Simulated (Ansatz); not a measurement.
KMgH3, pressure series

The reference is KMgH₃ in the cubic perovskite structure (space group Pm-3m, No. 221; a = 3.976 Å).

Cell and atoms are relaxed at each pressure.

The values are results of Kohn–Sham DFT with the PBEsol functional, run in Ansatz (a first-principles code) with PAW and 420 eV plane waves, no SOC, earlier PAW set, not measurements.

Candidates:
(a) pressure −1 GPa
(b) pressure 75 GPa
(c) pressure 15 GPa
(d) pressure 7 GPa
(e) pressure 30 GPa

Base values:

```
Property   Result
--------  -------
Band gap  2.37 eV
```

Question: Order them by band gap, lowest first.

Answer: (a) pressure −1 GPa (2.27 eV), (d) pressure 7 GPa (2.89 eV), (c) pressure 15 GPa (3.35 eV), (e) pressure 30 GPa (3.64 eV), (b) pressure 75 GPa (3.81 eV)

Load acts through the strain it causes; cell and atoms are relaxed under it. Stability against distortions was not tested. No other phases were tried under pressure. Many cubic perovskites are stable only at high temperature; tilts and polar distortions were not tested.
